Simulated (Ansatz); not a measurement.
The structure below was relaxed with DFT with PBEsol, PAW potentials and a 420 eV plane-wave cutoff in Ansatz (a quantum-chemistry and plane-wave program), no SOC, earlier PAW set, at pressure 75 GPa.

```xyz
12
Lattice="4.9813 0.0000 0.0000 0.0000 3.7867 0.0000 0.0000 0.0000 7.1580" Properties=species:S:1:pos:R:3 pbc="T T T"
Ge     4.0097     2.8400     0.7310
Ge     0.9716     0.9467     6.4271
Ge     3.4622     0.9467     4.3100
Ge     1.5191     2.8400     2.8480
Rh     2.3099     2.8400     5.1119
Rh     2.6714     0.9467     2.0461
Rh     0.1808     0.9467     1.5329
Rh     4.8005     2.8400     5.6251
Rh     1.6604     2.8400     0.4928
Rh     3.3209     0.9467     6.6652
Rh     0.8302     0.9467     4.0719
Rh     4.1511     2.8400     3.0862
```

### Question
Find the space group and the Wyckoff positions.

### Answer
Space group Pnma (No. 62); a = 4.9813 Å, b = 3.7867 Å, c = 7.1580 Å, α = 90.00°, β = 90.00°, γ = 90.00°

| atom | site | symmetry | x | y | z |
|---|---|---|---|---|---|
| Ge | 4c | .m. | 0.1950 | 0.2500 | 0.8979 |
| Rh | 4c | .m. | 0.0363 | 0.2500 | 0.2142 |
| Rh | 4c | .m. | 0.1667 | 0.2500 | 0.5689 |

### Question
Describe the coordination.

### Answer
The crystal has 12 atoms in its conventional cell. Cell: a = 4.981 Å, b = 3.787 Å, c = 7.158 Å, α = β = γ = 90.00°. Ge sees 7 Rh at 2.357–2.398 Å and 3 Rh at 2.643–2.666 Å and 1 Rh at 3.256 Å (no clear gap to further neighbours). Rh1 sees 3 Ge at 2.357–2.398 Å and 2 Ge at 2.666 Å and 1 Ge at 3.256 Å and 8 Rh at 2.543–2.737 Å. Rh2 is coordinated by 4 Ge at 2.357–2.361 Å and 1 Ge at 2.643 Å and 8 Rh at 2.618–2.737 Å. (Neighbours: up to the widest gap in distance over summed covalent radii, below 1.35, at either atom; cation-cation and far metal-metal contacts left out.)

Load acts through the strain it causes; cell and atoms are relaxed under it. Whether these cells are dynamically stable was not tested. No other phases were tried under pressure. All final runs are without spin polarisation. The cell was made from Rh2Ge (space group Pnma, No. 62) by this change: pressure 75 GPa.
